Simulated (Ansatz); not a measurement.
A constructed model of the (110) surface of bcc W, a pseudomorphic layer of Ge in the host's stacking (bottom of the slab: a bare face, its two planes held)

Computed with PBE (plane waves to 420 eV, PAW; Ansatz, a quantum-chemistry and plane-wave program).

Slab: 7 atoms, 13.7 Å thick at the start with caps and adatoms (thin: gaps and levels are the slab's own); k 14x14x1, smearing 0.1 eV, dipole-corrected; 2 atoms held, the rest relaxed; held to the start's symmetry, so lower structures may exist; no spin, no spin-orbit, no U. It is one candidate, not shown to be the stable structure of the face.

| Item | Result |
|---|---|
| work function of the top face | 4.74 eV |
| energy released by relaxation | 0.15 eV |
| cost | about 6 core-minutes (a rough figure) |
